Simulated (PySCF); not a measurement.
PySCF 2.14.0, B3LYP/def2-tzvp: Te(Cl)2 (Cl[Te]Cl), 3 atoms. The geometry is a generated start, not checked to be a minimum at this level.

```
Property                                                   Value
-------------------------------  -------------------------------
task                                                      energy
method                                                     b3lyp
basis                                                  def2-tzvp
mol.max_memory                                           7000 MB
mf.init_guess                                    minao (default)
mf.DIIS                                          CDIIS (default)
mf.diis_space                                        8 (default)
mf.conv_tol                                      1e-09 (default)
mf.grids.level                                       3 (default)
effective core potentials        those of the basis set, past Kr
basis functions (reference run)                              124
grid points (reference run)                                59720
```

```xyz
3

Te     0.0504    -0.0465     1.0339
Cl     1.1035     1.3401    -0.5132
Cl    -1.1539    -1.2936    -0.5207
```
Charge 0, spin multiplicity 1.

The reference run uses exact four-centre integrals. One run each, on a shared machine, so no times are given.

Settings tried, all else as in the reference:
- COSX exchange (sgx_fit, pjs) with fitted J, mf.with_df.grids_level_i = 1, mf.with_df.grids_level_f = 4
- COSX exchange (sgx_fit, pjs) with fitted J, mf.with_df.grids_level_i = 1, mf.with_df.grids_level_f = 2 (default)
- density fitting, auxbasis = autoaux
- density fitting, auxbasis = def2-universal-jfit
- density fitting
- COSX exchange (sgx_fit, pjs) with fitted J, mf.with_df.grids_level_i = 1, mf.with_df.grids_level_f = 3
- COSX exchange (sgx_fit, pjs) with fitted J, mf.with_df.grids_level_i = 1, mf.with_df.grids_level_f = 1
- density fitting of J alone, exact K

Question: Sort the settings: which keep to the reference within 0.10 meV/atom in energy, and which don't?

Answer: Within it: density fitting, auxbasis = autoaux. Outside: density fitting; COSX exchange (sgx_fit, pjs) with fitted J, mf.with_df.grids_level_i = 1, mf.with_df.grids_level_f = 1; COSX exchange (sgx_fit, pjs) with fitted J, mf.with_df.grids_level_i = 1, mf.with_df.grids_level_f = 4; density fitting of J alone, exact K; COSX exchange (sgx_fit, pjs) with fitted J, mf.with_df.grids_level_i = 1, mf.with_df.grids_level_f = 3; COSX exchange (sgx_fit, pjs) with fitted J, mf.with_df.grids_level_i = 1, mf.with_df.grids_level_f = 2 (default); density fitting, auxbasis = def2-universal-jfit.

```json
[
 {"setting": "density fitting, auxbasis = autoaux", "energy against the reference": "−0.048 meV/atom"},
 {"setting": "density fitting", "energy against the reference": "−0.20 meV/atom"},
 {"setting": "COSX exchange (sgx_fit, pjs) with fitted J, mf.with_df.grids_level_i = 1, mf.with_df.grids_level_f = 1", "energy against the reference": "−0.37 meV/atom"},
 {"setting": "COSX exchange (sgx_fit, pjs) with fitted J, mf.with_df.grids_level_i = 1, mf.with_df.grids_level_f = 4", "energy against the reference": "−0.47 meV/atom"},
 {"setting": "density fitting of J alone, exact K", "energy against the reference": "−0.47 meV/atom"},
 {"setting": "COSX exchange (sgx_fit, pjs) with fitted J, mf.with_df.grids_level_i = 1, mf.with_df.grids_level_f = 3", "energy against the reference": "−0.49 meV/atom"},
 {"setting": "COSX exchange (sgx_fit, pjs) with fitted J, mf.with_df.grids_level_i = 1, mf.with_df.grids_level_f = 2 (default)", "energy against the reference": "−0.51 meV/atom"},
 {"setting": "density fitting, auxbasis = def2-universal-jfit", "energy against the reference": "+14000 meV/atom"}
]
```

Total energies are compared; such shifts often cancel in part in energy differences. sgx_fit (COSX, pjs=True) fits J as well, so its difference is the sum of the grid's shift in exchange and the fit's in Coulomb. def2-universal-jfit is made for Coulomb alone and misses functions that exchange needs. Also tried and not ranked: density fitting, auxbasis = def2-universal-jkfit (same energy as a listed run). The tolerance is a choice made for this comparison.
